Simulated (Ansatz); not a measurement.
The starting structures come from a database of crystals and need not be the phases stable at ambient conditions.

 Where the default PAW files enter, the runs use the earlier of Ansatz's two default sets.

Data:

```
N2OSi2
1.0
    5.22786     0.00000     0.00000
   -2.33038     4.67973     0.00000
    0.00000     0.00000     4.85861
Si N O
4 4 2
Direct
  0.67242   0.02668   0.27070
  0.32758   0.97332   0.77070
  0.02668   0.67242   0.27070
  0.97332   0.32758   0.77070
  0.65712   0.09564   0.61502
  0.34288   0.90436   0.11502
  0.09564   0.65712   0.61502
  0.90436   0.34288   0.11502
  0.79128   0.79128   0.22129
  0.20872   0.20872   0.72129
```

Space group of this cell: Cmc2_1. The cell is taken as given; by PBEsol its mean pressure is 2.2 GPa.

The current runs along the normal of the first two printed vectors. All runs by Ansatz (a first-principles code), plane waves and PAW, without spin-orbit coupling; the base is PBEsol.

```
run                                                      mean pressure (GPa)  gap (eV)  mid-gap κ (1/Å)
-------------------------------------------------------  -------------------  --------  ---------------
base                                                                     2.2      4.99            0.380
all lengths scaled by 0.98                                              17.4      5.36            0.407
all lengths scaled by 1.02                                              -9.5      4.53            0.353
lda in place of pbesol                                                  -2.3         …                …
lengths across the current scaled by 0.98, ions clamped                 12.1      5.18            0.386
lengths across the current scaled by 1.02, ions clamped                 -5.9         …                …
lengths along the current scaled by 0.97, ions clamped                   9.5      5.24            0.410
lengths along the current scaled by 1.03, ions clamped                  -3.7         …                …
```

Fill in the missing entries.


- lda in place of pbesol, gap (eV): 4.91
- lda in place of pbesol, mid-gap κ (1/Å): 0.384
- lengths across the current scaled by 1.02, ions clamped, gap (eV): 4.72
- lengths across the current scaled by 1.02, ions clamped, mid-gap κ (1/Å): 0.372
- lengths along the current scaled by 1.03, ions clamped, gap (eV): 4.68
- lengths along the current scaled by 1.03, ions clamped, mid-gap κ (1/Å): 0.350
